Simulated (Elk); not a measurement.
A self-consistent single point of HfB2 (P6/mmm, 3 atoms in the cell) with Elk.

Computed with Elk with PBE, spin-orbit coupling in second variation, all-electron FP-LAPW, Elk's shipped species files, APW+lo basis with extra local orbitals.

```
HfB2
1.0
    3.13268     0.00000     0.00000
   -1.56634     2.71298     0.00000
    0.00000     0.00000     3.47921
Hf B
1 2
Direct
  0.00000   0.00000   0.00000
  0.33333   0.66667   0.50000
  0.66667   0.33333   0.50000
```

Reference input (self-consistent single point, DFT, PBE, all-electron FP-LAPW, Elk's shipped species files, APW+lo basis with extra local orbitals): xctype = 20; rgkmax = 8; stype = 3; swidth = 0.00183747 Ha; ngridk = 8 8 7; gmaxvr = 14 1/bohr; nxlo = 2; lorbcnd = true; rmtscf = 0.88; lmaxi = 3. This run's input differs from it in these lines:

```diff
@@ -5,2 +5,5 @@
   20
+
+spinorb
+  .true.
 
@@ -23,2 +26,5 @@
   3
+
+nempty
+  10
```

Output (repeated stretches shortened):

```
│ Self-consistent loop started │
│ Loop number : 1 │
 total energy                :     -15132.0314367
 total moment                :   0.2272994217E-20  0.1240007450E-19 -0.1062972160E-19
│ Loop number : 2 │
 total energy                :     -15132.8090688
 total moment                :  -0.4429497791E-20  0.5631986951E-20  0.1569001094E-19
RMS change in Kohn-Sham potential (target) :    2.962580869     (  0.1000000000E-05)
Absolute change in total energy (target)   :   0.7776320159     (  0.1000000000E-03)
│ Loop number : 3 │
 total energy                :     -15128.1233584
   [... lines left out ...]
 total energy                :     -15147.8024885
 total moment                :   0.1125605111E-19  0.1164168556E-19  0.4508107462E-20
RMS change in Kohn-Sham potential (target) :   0.5672054708E-06 (  0.1000000000E-05)
Absolute change in total energy (target)   :   0.1556818152E-03 (  0.1000000000E-03)
│ Loop number : 15 │
 total energy                :     -15147.8024527
 total moment                :  -0.2508485545E-20  0.2074550948E-19 -0.1775334169E-20
RMS change in Kohn-Sham potential (target) :   0.1094360848E-06 (  0.1000000000E-05)
Absolute change in total energy (target)   :   0.7467418072E-04 (  0.1000000000E-03)
Convergence targets achieved

│ Loop number : 16 │

Energies :
 Fermi                       :     0.510292170833
 xc effective B-field        :    -0.344559249190E-07
 external B-field            :      0.00000000000
 total energy                :     -15147.8024504
 (external B-field energy excluded from total)

Density of states at Fermi energy :    7.485775266
 (states/Hartree/unit cell)

Estimated indirect band gap :   0.1491091765E-01
 from k-point     32 to k-point      8
Estimated direct band gap   :   0.3739166733E-01
 at k-point     26

Charges :
 core                        :    50.00000000
 valence                     :    32.00000000
 interstitial                :    5.095717176
 muffin-tins (core leakage)
  species :    1 (Hf)
   atom    1                 :    69.82521532     (  0.4439647427E-05)
  species :    2 (B)
   [... lines left out ...]
  species :    2 (B)
   atom    1                 :  -0.1939989784E-20  0.4901956395E-20 -0.6258764518E-20
   atom    2                 :  -0.1939989784E-20  0.4901956395E-20 -0.6258764518E-20
 total in muffin-tins        :  -0.4008685814E-20  0.9684378830E-20 -0.1253475486E-19
 total moment                :  -0.4022057089E-20  0.9269365828E-20 -0.1248786941E-19

│ Self-consistent loop stopped │
```

The run converged in 16 iterations. The count includes the last loop, which Elk runs after its targets are met. 

The starting cell comes from a database of computed structures (which also holds hypothetical and non-ambient phases and stackings), without a prior relaxation at this level. Values depend on the basis (sphere radii, cutoffs, local orbitals), which need not be converged. The log's line on a gap gives a spacing of levels on this mesh, which the program prints for metals too.
